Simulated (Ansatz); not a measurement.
Faces of wurtzite GaN in 1x1 cells, as slabs relaxed from ideal cuts; for each face the lowest of the symmetric, stoichiometric cuts and spin starts that were computed. The slabs keep the symmetry of their cuts; real faces may buckle, or reconstruct in larger cells. No spin-orbit coupling, no Hubbard U.

Method: PBE (plane waves to 420 eV, PAW; Ansatz, a first-principles code).

| face | cell area (Å²) | outermost plane spacing of the ideal cut (Å) | γ unrelaxed (J/m²) | γ relaxed (J/m²) | ionisation potential, top face (eV) |
|---|---|---|---|---|---|
| (10-10) | 16.87 | 0.93 | 2.06 | ? | ? |
| (11-20) | 29.23 | 1.61 | 2.07 | ? | 5.87 |
| (21-30) | 44.65 | 0.35 | 2.12 | 1.64 | 5.86 |

Some entries are withheld; supply them.


- (10-10), γ relaxed (J/m²): 1.56
- (10-10), ionisation potential, top face (eV): 5.79
- (11-20), γ relaxed (J/m²): 1.63
